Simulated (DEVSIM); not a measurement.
Structure: GaP/Si p-n heterojunction, at 400 K.

Layer 1 from the left is GaP, thickness (μm) 0.320, Na (cm⁻³) 7.9e17, τn (s) 5.2e-7, τp (s) 5.2e-7. Layer 2 from the left is Si, thickness (μm) 0.490, Nd (cm⁻³) 7.3e15, τn (s) 5.2e-7, τp (s) 5.2e-7.

Left contact: ohmic. Right contact: ohmic. Voltage is applied to the left contact. Recombination: SRH at mid-gap. Mobility is μmin + (μ − μmin)/(1 + (N/Nref)^α).

This is a model device: material constants are rounded textbook-type values typed into the input, and sizes, dopings and lifetimes were drawn at random. Values at 300 K; Nc and Nv go as T^1.5, mobilities as T to minus their exponent, the gap by Varshni's rule with the affinity fixed.

GaP: gap (eV) 2.26, affinity (eV) 3.8, permittivity 11.1, Nc (cm⁻³) 1.8e19, Nv (cm⁻³) 1.9e19, μn (cm²/Vs) 250, μp (cm²/Vs) 150, μn,min 10, μp,min 10, Nref,n 4.4e18, Nref,p 1e18, αn 0.8, αp 0.85, T exponent of μn 1.6, T exponent of μp 1.98, Varshni α (eV/K) 0.00058, Varshni β (K) 372. Si: gap (eV) 1.124, affinity (eV) 4.05, permittivity 11.7, Nc (cm⁻³) 2.86e19, Nv (cm⁻³) 3.1e19, μn (cm²/Vs) 1417, μp (cm²/Vs) 470, μn,min 52, μp,min 45, Nref,n 9.7e16, Nref,p 2.2e17, αn 0.68, αp 0.72, T exponent of μn 2.3, T exponent of μp 2.2, Varshni α (eV/K) 0.000473, Varshni β (K) 636.

Model (solved in DEVSIM): 1D drift-diffusion, Boltzmann statistics, complete ionisation; no tunnelling, impact ionisation, image-force lowering or self-heating. Band offsets follow the typed affinities; no thermionic-emission limit at abrupt steps, no polarisation charge.

**Question.** What does the simulation give for the dark forward voltage at 1 A/cm², the dark forward voltage at 100 A/cm², the largest field in the device at zero bias?

**Answer.** dark forward voltage at 1 A/cm² 0.587 V; dark forward voltage at 100 A/cm² 0.948 V; largest field in the device at zero bias 440000 V/cm.
